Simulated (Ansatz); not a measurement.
Input and output of a self-consistent single point for Ca (Fm-3m, 1 atom in the cell) (Ansatz, a first-principles code).

Computed with PBEsol, default PAW files made with PBE (plane waves; Ansatz).

```xyz
1
Lattice="0.0000 2.7984 2.7984 2.7984 0.0000 2.7984 2.7984 2.7984 0.0000" Properties=species:S:1:pos:R:3 pbc="T T T"
Ca     0.0000     0.0000     0.0000
```

Reference input (self-consistent single point, DFT, PBEsol, plane waves, default PAW files made with PBE): basis.ecutwfc = 30.9 Ry; kpoints.mp_grid.grid = 10 10 10; hamiltonian.xc = pbesol; hamiltonian.pseudopotentials = {kind: paw} (the program's default PAW files); scf.occupations.method = gaussian; scf.occupations.width = 0.0073 Ry. This run's input differs from it in these lines:

Ansatz 0.2 input:
```diff
@@ -10,3 +10,3 @@
 kpoints:
-  mp_grid: { grid: [10, 10, 10] }
+  mp_grid: { grid: [11, 11, 11] }
 hamiltonian:
@@ -15,3 +15,3 @@
 scf:
-  occupations: { method: gaussian, width: 0.0073 Ry }
+  occupations: { method: gaussian, width: 0.0037 Ry }
 output:
```

Log, with long lists cut:

```
SCF iter   1: F=—  HF=-1793.720658 eV  |F-HF|=—  |Δ(HF+E_count)|=         —  Δρ=2.02e-3  dr2=1.75e-3  ethr=1.77e-3  ⟨swp⟩=5.9  Hψ=4172  notcnv=0
all-band conjugate gradients solve this SCF's bands
preconditioner: auto → none
SCF iter   2: F=—  HF=-1793.720295 eV  |F-HF|=—  |Δ(HF+E_count)|=   3.64e-4  Δρ=9.25e-4  dr2=3.84e-4  ethr=1.75e-5  ⟨swp⟩=2.8  Hψ=1290  notcnv=0
SCF iter   3: F=—  HF=-1793.720173 eV  |F-HF|=—  |Δ(HF+E_count)|=   1.21e-4  Δρ=1.45e-4  dr2=8.26e-6  ethr=3.84e-6  ⟨swp⟩=2.6  Hψ=761  notcnv=0
SCF iter   4: F=—  HF=-1793.720173 eV  |F-HF|=—  |Δ(HF+E_count)|=   6.24e-7  Δρ=2.97e-5  dr2=6.99e-7  ethr=8.26e-8  ⟨swp⟩=2.6  Hψ=770  notcnv=0
iter 5 did not close the SCF: its close was put off for the readings that it lacked (scf_convergence_deferred on its scf_iter line)
SCF iter   5: F=-1793.720172 eV  HF=-1793.720172 eV  |F-HF|=4.28e-8  |Δ(HF+E_count)|=   3.18e-7  Δρ=8.13e-6  dr2=6.06e-8  ethr=6.99e-9  ⟨swp⟩=2.5  Hψ=789  notcnv=0
SCF iter   6: F=-1793.720172 eV  HF=-1793.720172 eV  |F-HF|=4.55e-12  |Δ(HF+E_count)|=   2.63e-8  Δρ=3.30e-7  dr2=1.97e-11  ethr=6.06e-10  ⟨swp⟩=2.1  Hψ=1728  notcnv=0
SCF 1 converged in 6 iterations: F = -1793.720172 eV  dr2 = 1.97e-11
Free energy (F): -1793.720172 eV
Internal energy: -1793.717910 eV  (E = F + TS)
E sigma→0 (E₀):  -1793.719041 eV
Entropy (-TS):   -0.002263 eV (-2.263 meV/atom)
Fermi energy:    4.622124 eV
--- Forces (eV/Å), atoms counted from 1 ---
  atom   1  Ca     0.00000000     0.00000000    -0.00000000
--- Stress (GPa, compression-positive) ---
       -1.243884       0.000000      -0.000000
        0.000000      -1.243884       0.000000
       -0.000000      -0.000000      -1.243884
  P = ⅓ Tr σ = -1.2439 GPa (-12.439 kbar)
  The stress holds the Pulay correction. Without it, at fixed plane waves, as pw.x and ABINIT print it: P = -1.2447 GPa
```

The run converged in 6 iterations. Against the reference run the free energy goes up by 3.7 meV/atom and the pressure hardly changes (-1.23 to -1.24 GPa).

The starting cell has typed, rounded lattice constants, without a prior relaxation at this level. Its lattice was rescaled by up to half a per cent. Ansatz's pressure includes its estimate of the finite-basis (Pulay) stress.
